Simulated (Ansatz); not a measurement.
## CuZn: stress against strain

CuZn (CsCl type, Pm-3m, 12.302 Å³/atom at rest, cube axes along x, y and z) under a strain ε along a cube axis (axis z), the other axes held. PBEsol in Ansatz, a plane-wave DFT program (PAW, default set), 420 eV, 20×20×20 Γ-centred mesh, Fermi-Dirac smearing 0.10 eV; ions are relaxed within the symmetry of each cell. Stress is positive for a compressed cell.

Here s stands for strain and y for stress zz.

| strain (%) | stress zz (GPa) |
|---|---|
| -3.00 | ? |
| -1.50 | 2.21 |
| -1.00 | 1.43 |
| -0.50 | 0.69 |
| 0.00 | 0.00 |
| 0.50 | -0.66 |
| 1.00 | -1.30 |
| 1.50 | -1.93 |

Question: Using a straight line, estimate the missing y at s = -3.00 from the other rows, showing the fit.

Answer: Means: s 0, y 0.063. About the means, the sum of products is -9.6150 and the sum of squares of s is 7.0000; the slope is their ratio. Least squares gives y = 0.063 - 1.3736·s. Residuals (row less fit): 0.087, -0.007, -0.060, -0.063, -0.036, 0.011, 0.067; standard error 0.065 (degrees of freedom: 5). The slope gives the elastic constant C11 = 137 ± 2 GPa. At the withheld row, y = 0.063 - 1.3736 × (-3.0) = 4.184 GPa. The calculation gives 4.83 GPa, 0.646 GPa above the prediction (9.6 % of the range of y in the table). The row lies outside the fitted rows, so this is an extrapolation. From the scatter of the fitted rows alone, a prediction at this place has a standard error of 0.101 GPa, so the miss is 6.4 times that.

One order more, fitted to all 13 runs of the series, follows each within 0.06, so the miss is the next term of a smooth law. In a metal these values are sensitive to mesh and smearing; energies are taken to zero smearing, stresses follow the free energy. Rows are the converged runs of the series near zero and its far end; series whose fitted rows scatter by over a few per cent of the range, as at a crossing or softening among them, aren't shown in this form. Most that stay on the fit to the last digits aren't either.
